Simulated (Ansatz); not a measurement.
Data:

```yaml
crystal:
  lattice:
    - [5.61691, 0.00000, 0.00000]
    - [2.80846, 4.86439, 0.00000]
    - [2.80846, -1.62146, 2.27201]
  atoms:
    - { symbol: K, position: [0.00000, 0.00000, 0.00000] }
    - { symbol: Ta, position: [0.00000, 0.50000, 0.50000] }
    - { symbol: O, position: [0.50000, 0.00000, 0.00000] }
    - { symbol: O, position: [0.00000, 0.50000, 0.00000] }
    - { symbol: O, position: [0.50000, 0.50000, 0.00000] }
```

No spin polarisation.

The values are results of plane-wave PAW DFT at the LDA level (Ansatz, a first-principles code, 420 eV), no SOC, not measurements. k-mesh 8×8×8 (Γ-centred); smearing 0.05 eV (Fermi–Dirac).

Task: What is the computed mean in-plane stress (compression positive)?

Result: -1.9 GPa.

Task: What band gap does the calculation give?

Result: 2.09 eV.

With Ta present, leaving out spin-orbit coupling can change the band edges. The cells carry an imposed strain or load. Stability against distortions was not tested. The cell was made from KTaO3 in the cubic perovskite structure (space group Pm-3m, No. 221) by this change: biaxial strain +0.50 %, plane normal [111], relaxed out of plane.
